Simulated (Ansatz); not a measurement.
The starting structures come from a database of crystals and need not be the phases stable at ambient conditions.

Tunnelling through a barrier is set by its complex band structure: the current falls as exp(−2κd) with the smallest κ.

Input:

```
CsI
1.0
    5.52262     0.00000     0.00000
    0.00000     7.81016     0.00000
    2.76131     3.90508     2.76131
Cs I
1 1
Direct
  0.00000   0.00000   0.00000
  0.00000   0.50000   0.00000
```

Space group of this cell: Fm-3m, rock salt. The cell is taken as given.

Transport runs along the normal of the first two printed cell vectors, the (110) plane of the conventional cell.

The gap is the functional's own. No spin-orbit coupling. Mid-gap values are interpolated on the energy grid.

Compute, with r2SCAN (Ansatz, an electronic-structure program), the band gap and the smallest decay constant κ at mid-gap.

Gap 4.46 eV on a 12×12×12 mesh; κ = 0.340 1/Å, at the zone centre.
